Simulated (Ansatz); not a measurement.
## Response to strain in BeTe

Take BeTe in the zinc blende structure (space group F-43m, No. 216; a = 5.604 Å) as the base. Axes: x, y, z lie along the cube axes.

Strains are applied to the cell and any free atomic positions relax; under biaxial strain the out-of-plane vector relaxes too.

Calculations: PBEsol (Ansatz, a program for electronic structure), spin-orbit coupling left out.

Notes on the quantities. energy relative to the base: free energy F.

| biaxial strain, plane normal [111], relaxed out of plane (%) | energy relative to the base (meV/atom) |
|---|---|
| 0 | 0.0 |
| 0.42 | 0.3 |
| 0.83 | ? |
| 1.25 | 3.0 |
| 1.67 | 5.3 |
| 2.08 | 8.1 |
| 2.5 | 11.6 |

Q: Fit ΔE = Aε² + Bε³ (ε in %) to the rows shown and predict the withheld row.

A: Least squares on the printed values gives A = 1.98 and B = -0.048 meV/atom (largest residual 0.0 meV/atom); this predicts 1.3 meV/atom, and the run gives 1.3 meV/atom, in agreement.

Stability against distortions was not tested.
